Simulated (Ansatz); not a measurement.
**A computed series for hypothetical Im-3m C: pressure series**

The reference is C (space group Im-3m, No. 229; a hypothetical phase, not in the database extracts checked).

```cif
data_C12
_chemical_formula_sum 'C12'
_space_group_name_H-M_alt 'Im-3m'
_space_group_IT_number 229
_space_group_name_Hall '-I 4 2 3'
_cell_length_a 4.36200
_cell_length_b 4.36200
_cell_length_c 4.36200
_cell_angle_alpha 90.000
_cell_angle_beta 90.000
_cell_angle_gamma 90.000
loop_
_atom_site_label
_atom_site_type_symbol
_atom_site_symmetry_multiplicity
_atom_site_Wyckoff_symbol
_atom_site_fract_x
_atom_site_fract_y
_atom_site_fract_z
_atom_site_occupancy
C1 C 12 d 0.00000 0.25000 0.50000 1
```
(The calculation used a cell of 6 atoms; values per cell refer to that cell.)

Cell and atoms are relaxed at each pressure.

Computed with DFT with PBEsol, PAW potentials and a 420 eV plane-wave cutoff in Ansatz (a quantum-chemistry and plane-wave program), no SOC.

```tsv
pressure (GPa)	volume per atom (Å³/atom)
-2	6.957
-1	?
0	6.916
0.3	6.911
1.5	6.887
3	6.858
5	6.819
7.5	6.773
10	6.729
```

Problem. Fit the third-order Birch–Murnaghan form P(V) = (3B₀/2)[(V₀/V)^(7/3) − (V₀/V)^(5/3)]·[1 + (3/4)(B₀′ − 4)((V₀/V)^(2/3) − 1)] (squares taken in P) to the rows shown and predict the withheld row.

Solution. Least squares on the printed values gives V₀ = 6.916 Å³/atom, B₀ = 345 GPa, B₀′ = 3.8; this predicts 6.937 Å³/atom, and the run gives 6.937 Å³/atom, in agreement.

Load acts through the strain it causes; cell and atoms are relaxed under it. Stability against distortions was not tested. Competing high-pressure phases were not computed.
